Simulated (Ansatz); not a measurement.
Levels about the gap of amorphous Si30N41B (72 atoms in a cell of 812 Å³, 2.92 g/cm³; zone centre alone, so wide bands show as single levels with stretches between that a denser mesh fills), at the geometry that PBE relaxed, where it gives 0.8 GPa on a denser mesh. Exact exchange is cut at the faces of this small cell, which leaves a finite-size error. The participation number counts the atoms over which a state spreads; weights are charges in smoothed Voronoi cells. The levels come from a single point, so bond lengths are those of that geometry. Method of the levels: HSE06, scalar-relativistic without spin-orbit coupling (Ansatz, an electronic-structure program). Sampling: the zone centre alone; Fermi-Dirac width 0.01 eV; collinear spin, started from moments on atoms (the moments died out). At PBE the levels at the filled edge of the gap are localised (band-tail or defect states), and the nearest spread-out levels lie 2.8 eV apart at the zone centre.

Preparation: random packing, a CHGNet melt and quench, and a DFT relaxation. N atoms were pushed apart under 1.9 Å during the dynamics, to hinder bonds among them. The hot cell started wider than the set density and was brought back towards it in steps. It is the lowest in DFT energy of 2 quenches. It is a model cell: composition and starting density were chosen by hand, and all elements were melted together. No dispersion term was used. Its density started from a set value of 2.92 and ended at 2.92 g/cm³. The quench (nominally 450 K/ps over its main leg) was far faster than any real one, so the model tends to hold more defects than a real film. A cell of this size samples the disorder only roughly. The volume was held where the preparation left it and the shape relaxed, at a PBE pressure of 0.8 GPa. Stress components on the final sampling reach 0.9 GPa.

```csv
"E - E(highest filled), eV",filling,spin,participation number,largest on,weight N,weight Si,weight B
-0.46,filled,dn,17.6,"N, 2 neighbours",0.90,0.10,0.00
-0.28,filled,up,5.8,"N, 2 neighbours",0.88,0.11,0.00
-0.28,filled,dn,5.8,"N, 2 neighbours",0.88,0.11,0.00
-0.14,filled,up,8.9,"N, 3 neighbours",0.90,0.10,0.00
-0.14,filled,dn,8.9,"N, 3 neighbours",0.90,0.10,0.00
0.00,filled,up,4.2,"N, 2 neighbours",0.86,0.14,0.00
0.00,filled,dn,4.2,"N, 2 neighbours",0.86,0.14,0.00
3.53,empty,dn,17.2,"Si, 5 neighbours",0.46,0.54,0.00
3.53,empty,up,17.2,"Si, 5 neighbours",0.46,0.54,0.00
4.28,empty,dn,22.6,"Si, 3 neighbours",0.46,0.54,0.01
4.28,empty,up,22.6,"Si, 3 neighbours",0.46,0.54,0.01
4.37,empty,dn,32.7,"Si, 4 neighbours",0.41,0.58,0.01
4.37,empty,up,32.7,"Si, 4 neighbours",0.41,0.58,0.01
4.81,empty,dn,24.1,"Si, 3 neighbours",0.41,0.58,0.00
```

Most localised among these is the filled level at -0.00 eV, on a N atom, which has 2 neighbours (Si 1.63 Å, Si 1.66 Å).
